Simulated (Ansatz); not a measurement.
Defect migration in hcp Ru: interstitial Cl, neutral cell. The step: a concerted move, in which Cl travels most; the atom moves 1.62 Å along (0.33, -0.33, -0.10) of the unit cell; the moving atom starts with neighbours Ru at 2.04, 3 Ru at 2.06 Å and ends with 6 Ru at 2.14 Å. A PBE band in Ansatz (plane-wave PAW, a 2×2×2 k-point mesh shifted by half a step along c, 36 host sites, 37 SCF runs with any check of the saddle's order, static, no finite-size correction) gives a forward barrier of 0.90 eV. The saddle point's order was not checked, and it lies on a symmetry element of the cell, where a band can be held. Sites that were not tried may lie lower. The start lies 0.30 eV above the lowest site run (PBE).

Single points at the band's start and saddle point can refine it. Rough cost of one point, in units of the band's mean SCF on the same machine:

```
Level                                                                  Cost of one point
---------------------------------------------------------------------  -----------------
PBE, a 4×4×4 k-point mesh shifted by half a step along c                         about 7
r2SCAN at 500 eV, a 2×2×2 k-point mesh shifted by half a step along c            about 3
```

Task: Which of these move the barrier by more than 0.1 eV, and how far does each move it?

Result: PBE, a 4×4×4 k-point mesh shifted by half a step along c: -0.20 eV; r2SCAN at 500 eV, a 2×2×2 k-point mesh shifted by half a step along c: +0.08 eV. Each functional is compared with PBE at the same k-points.

Ansatz is a program for electronic structure.
